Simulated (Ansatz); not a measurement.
The starting structures come from a database of crystals and need not be the phases stable at ambient conditions.

Inside the gap of an insulator the Bloch states are evanescent, with a wavenumber k + iκ along the transport direction.

```
Cd2SrP2
1.0
    7.55091     0.00000     0.00000
    3.77546     7.62954     0.00000
    3.77546    -0.62276     2.08891
Sr Cd P
1 2 2
Direct
  0.00000   0.00000   0.00000
  0.03180   0.63487   0.63487
  0.96820   0.36513   0.36513
  0.58766   0.74567   0.74567
  0.41234   0.25433   0.25433
```

The cell is taken as given; by PBEsol it stands under a pressure of -2.3 GPa.

Transport runs along the normal of the first two printed cell vectors, the (111) plane of the conventional cell.

No gap correction and no spin-orbit coupling; mid-gap is the computed energy nearest the middle.

### Question
State the band gap and the smallest decay constant κ at mid-gap according to Ansatz (a first-principles code) with PBEsol.

### Answer
Gap 0.64 eV on a 14×14×14 mesh; κ = 0.052 1/Å, at the zone centre.
